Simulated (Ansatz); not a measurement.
A self-consistent single point of Zn₆Mo (I4mm, 7 atoms in the cell) with Ansatz (a program for electronic structure).

Method of the run: LDA (PW92), default PAW files made with PBE (plane waves; Ansatz).

The change in words: lattice scaled by 0.98; kpoints.mp_grid.grid: 6 6 6 → 9 9 9. Reference geometry:
```
Zn6Mo
1.0
    0.00000     3.82516     3.82516
    3.82516     0.00000     3.82516
    3.82516     3.82516     0.00000
Zn Mo
6 1
Direct
  0.50000   0.50000   0.00000
  0.00000   0.00000   0.50000
  0.00000   0.50000   0.50000
  0.50000   0.00000   0.00000
  0.50000   0.00000   0.50000
  0.00000   0.50000   0.00000
  0.00654   0.00654   0.99346
```

Reference input (self-consistent single point, DFT, LDA (PW92), plane waves, default PAW files made with PBE): basis.ecutwfc = 420 eV; kpoints.mp_grid.grid = 6 6 6; hamiltonian.xc = lda; hamiltonian.pseudopotentials = {kind: paw} (the program's default PAW files); scf.occupations.method = fermi_dirac; scf.occupations.width = 0.1 eV. This run's input differs from it in these lines:

Ansatz 0.2 input:
```diff
@@ -2,5 +2,5 @@
   lattice:
-    - [0.000000, 3.825161, 3.825161]
-    - [3.825161, 0.000000, 3.825161]
-    - [3.825161, 3.825161, 0.000000]
+    - [0.000000, 3.748658, 3.748658]
+    - [3.748658, 0.000000, 3.748658]
+    - [3.748658, 3.748658, 0.000000]
   atoms:
@@ -16,3 +16,3 @@
 kpoints:
-  mp_grid: { grid: [6, 6, 6] }
+  mp_grid: { grid: [9, 9, 9] }
 hamiltonian:
```

Output (repeated stretches shortened):

```
SCF iter   1: F=—  HF=-24320.629715 eV  |F-HF|=—  |Δ(HF+E_count)|=         —  Δρ=1.35e-2  dr2=3.82e-1  ethr=1.77e-3  ⟨swp⟩=8.6  Hψ=17138  notcnv=0  defer=10
all-band conjugate gradients solve this SCF's bands
preconditioner: auto → LDOS
SCF iter   2: F=—  HF=-24320.607587 eV  |F-HF|=—  |Δ(HF+E_count)|=   2.21e-2  Δρ=1.08e-2  dr2=6.89e-2  ethr=4.44e-4  ⟨swp⟩=2.0  Hψ=7771  notcnv=0  defer=138
   [... lines left out ...]
SCF iter   5: F=—  HF=-24320.574677 eV  |F-HF|=—  |Δ(HF+E_count)|=   9.82e-5  Δρ=2.26e-4  dr2=5.82e-5  ethr=1.27e-6  ⟨swp⟩=2.0  Hψ=4003  notcnv=0  defer=97
SCF iter   6: F=—  HF=-24320.574673 eV  |F-HF|=—  |Δ(HF+E_count)|=   3.61e-6  Δρ=6.56e-5  dr2=4.41e-6  ethr=6.77e-8  ⟨swp⟩=2.1  Hψ=6888  notcnv=0  defer=97
SCF iter   7: F=—  HF=-24320.574672 eV  |F-HF|=—  |Δ(HF+E_count)|=   8.38e-7  Δρ=1.35e-5  dr2=1.28e-7  ethr=5.12e-9  ⟨swp⟩=2.0  Hψ=6932  notcnv=0  defer=97
SCF iter   8: F=-24320.574672 eV  HF=-24320.574672 eV  |F-HF|=3.65e-8  |Δ(HF+E_count)|=   7.34e-9  Δρ=7.20e-6  dr2=3.25e-8  ethr=1.16e-10  ⟨swp⟩=10.3  Hψ=18573  notcnv=0
SCF 1 converged in 8 iterations: F = -24320.574672 eV  dr2 = 3.25e-8
Free energy (F): -24320.574672 eV
Internal energy: -24320.459133 eV  (E = F + TS)
E sigma→0 (E₀):  -24320.516903 eV
Entropy (-TS):   -0.115539 eV (-16.506 meV/atom)
Fermi energy:    11.371507 eV
--- Forces (eV/Å), atoms counted from 1 ---
  atom   1  Zn     0.00000000     0.00000000     0.03430888
  atom   2  Zn     0.00000000    -0.00000000     0.03430888
  atom   3  Zn     0.00000000    -0.11707484     0.16141245
  atom   4  Zn     0.00000000     0.11707484     0.16141245
  atom   5  Zn    -0.11707484     0.00000000     0.16141245
  atom   6  Zn     0.11707484    -0.00000000     0.16141245
  atom   7  Mo    -0.00000000     0.00000000    -0.71425581
--- Stress (GPa, compression-positive) ---
       -0.292999       0.000000       0.000000
        0.000000      -0.292999       0.000000
        0.000000      -0.000000      -0.297574
  P = ⅓ Tr σ = -0.2945 GPa (-2.945 kbar)
  The stress holds the Pulay correction. Without it, at fixed plane waves, as pw.x and ABINIT print it: P = -0.3436 GPa
```

The run converged in 8 iterations. Against the reference run the free energy drops by 19.6 meV/atom, the pressure goes from -6.61 to -0.29 GPa and the largest force goes from 0.588 to 0.714 eV/Å.

The starting cell comes from a database of computed structures (which also holds hypothetical and non-ambient phases and stackings), without a prior relaxation at this level. Its lattice was rescaled by up to half a per cent. One atom was moved a little off its site on purpose. For this run, on top of that: lattice scaled by 0.98. Spin polarisation is off. Ansatz's pressure includes its estimate of the finite-basis (Pulay) stress.

Cost on one core of a shared machine: roughly 40 s.
